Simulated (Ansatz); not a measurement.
An Ansatz (an electronic-structure program) input (DFT with PBEsol-D3(BJ), PAW potentials and a 420 eV plane-wave cutoff in Ansatz, no SOC):

Ansatz 0.2 input:
```yaml
crystal:
  lattice:
    - [4.1872428279, 0, 0]
    - [-2.0936214139, 3.6262586608, 0]
    - [0, 0, 6.3591080984]
  atoms:
    - { symbol: Pb, position: [0, 0, 0] }
    - { symbol: I, position: [0.3333333333, 0.6666666667, 0.2802356686] }
    - { symbol: I, position: [0.6666666667, 0.3333333333, 0.7197643314] }
basis: { ecutwfc: 420, ecutrho_ratio: 4, xc_grid: 2, fft_grid_basis: typed }
kpoints: { mp_grid: { grid: [9, 9, 5] } }
hamiltonian:
  xc: pbesol
  dispersion: d3bj
  pseudopotentials: { kind: paw }
scf: { occupations: { method: fermi_dirac, width: 0.05 }, convergence: { dr2_threshold: 0.0000000003 } }
relax: { f_tol: 0.005, max_steps: 50 }
output: { forces: true, stress: true }
checkpoint: { write: state.ck, write_every: 1000 }
```

Task: Which symmetry and how many k-points will the program report, and about how many plane waves at Γ?

Result: Space group P-3m1 (ITA 164) with 12 operations, k-points 50 of 405, and 1875 plane waves at Γ.

Task: And the final pressure?

Result: 6.13 GPa (compression positive).

The cells carry an imposed strain or load. No phonon test of stability was made. The cell was made from PbI2 in the CdI2 type structure (space group P-3m1, No. 164; layered) by this change: isotropic strain −5.67 %.
